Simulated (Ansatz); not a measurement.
## tetragonal WSi2 (0 0 1) on zinc-blende GaSb (0 0 1) (film strained to the substrate, started from cuts of the bulks and a machine-learned relaxation; slabs Ga6Sb5 and W8Si12, which can lie off the formulas)

A periodic stack without vacuum, tetragonal WSi2 (0 0 1) on zinc-blende GaSb (0 0 1) (film strained to the substrate, started from cuts of the bulks and a machine-learned relaxation; slabs Ga6Sb5 and W8Si12, which can lie off the formulas): substrate slab Ga6Sb5, film W8Si12, surface cells [[1, 0], [1, 1]] and [[-1, 1], [-1, -1]], film strained by -3.8 and -3.8 %, outermost planes Ga/Ga and W/W as cut, which need not be the usual terminations and can put a slab off its formula.

The start was prepared with a machine-learned potential, and the result is one local minimum, with the in-plane cell held and forces under 0.04 eV/Å; the film can end far from its bulk form.

All values below come from PBE (plane waves to 420 eV, PAW; Ansatz, a program for electronic structure). Spin–orbit coupling is left out; the runs are not spin-polarised. Its k-point mesh 7×7×1, Fermi–Dirac width 0.05 eV.

- interface area: 19.3 Å²
- period: 29.65 Å
- heights between the nearest atoms of the two slabs at the two interfaces: 1.67 and 1.67 Å
- Ga–W contacts across the interfaces within 1.22 times the sum of covalent radii: 8, mean 2.77 Å
- Sb–W contacts across the interfaces within 1.22 times the sum of covalent radii: 8, mean 2.99 Å

```yaml
crystal:
  lattice:
    - [4.39300, 0.00027, 0.02951]
    - [0.00001, 4.39321, 0.00724]
    - [2.00781, -0.00210, 29.66517]
  atoms:
    - { symbol: Ga, position: [0.20044, 0.68461, 0.11863] }
    - { symbol: Ga, position: [0.24145, 0.67814, 0.03485] }
    - { symbol: Ga, position: [0.09471, 0.68577, 0.32920] }
    - { symbol: Ga, position: [0.64713, 0.18781, 0.22456] }
    - { symbol: Ga, position: [0.50080, 0.18494, 0.51899] }
    - { symbol: Ga, position: [0.54185, 0.18534, 0.43513] }
    - { symbol: Sb, position: [0.73574, 0.17850, 0.04617] }
    - { symbol: Sb, position: [0.12094, 0.18609, 0.27688] }
    - { symbol: Sb, position: [0.67375, 0.68807, 0.17151] }
    - { symbol: Sb, position: [0.00658, 0.68470, 0.50762] }
    - { symbol: Sb, position: [0.56807, 0.68553, 0.38225] }
    - { symbol: W, position: [0.40534, 0.18262, 0.70909] }
    - { symbol: W, position: [0.90515, 0.68263, 0.70948] }
    - { symbol: W, position: [0.47256, 0.68424, 0.57517] }
    - { symbol: W, position: [0.97201, 0.18412, 0.57660] }
    - { symbol: Si, position: [0.45139, 0.18375, 0.61754] }
    - { symbol: Si, position: [0.95127, 0.68366, 0.61759] }
    - { symbol: Si, position: [0.42846, 0.68320, 0.66308] }
    - { symbol: Si, position: [0.92853, 0.18317, 0.66304] }
    - { symbol: W, position: [0.27061, 0.17950, 0.97719] }
    - { symbol: W, position: [0.76985, 0.67974, 0.97868] }
    - { symbol: Si, position: [0.38261, 0.68211, 0.75431] }
    - { symbol: Si, position: [0.88257, 0.18211, 0.75442] }
    - { symbol: Si, position: [0.35991, 0.18155, 0.79947] }
    - { symbol: Si, position: [0.85994, 0.68157, 0.79941] }
    - { symbol: W, position: [0.33715, 0.68102, 0.84476] }
    - { symbol: W, position: [0.83742, 0.18108, 0.84428] }
    - { symbol: Si, position: [0.31406, 0.18050, 0.89076] }
    - { symbol: Si, position: [0.81405, 0.68058, 0.89072] }
    - { symbol: Si, position: [0.29115, 0.67994, 0.93626] }
    - { symbol: Si, position: [0.79121, 0.18010, 0.93621] }
```
